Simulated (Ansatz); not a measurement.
Functionals compared on a constructed model of the (100) surface of fcc Ni, ferromagnetic, a pseudomorphic layer of Os in the host's stacking (bottom of the slab: a bare face, its two planes held), in Ansatz (plane waves, PAW). The structure was relaxed with PBE; the other rows are single points on it. Cutoff 420 eV.

Set-up: 7 atoms, 11.0 Å thick at the start; mesh 15x15x1; 0.1 eV smearing; dipole correction on; 2 atoms held, the rest relaxed; held to the start's symmetry, so lower structures may exist; spin-polarised, ending with about 3.5 μB a cell; orders that need a larger cell were not tried, no spin-orbit, no U. It is one candidate, not shown to be the stable structure of the face. These notes are the PBE run's.

```csv
functional,work function of the top face (eV),magnetic moment of the cell (μB),rough cost of the single point
PBE,5.49,3.45,–
RPBE,…,3.50,very roughly 2.4 core-minutes
```

**Question.** Fill in the missing entries.

**Answer.** 
- RPBE, work function of the top face (eV): 5.35

Ansatz is an electronic-structure program.
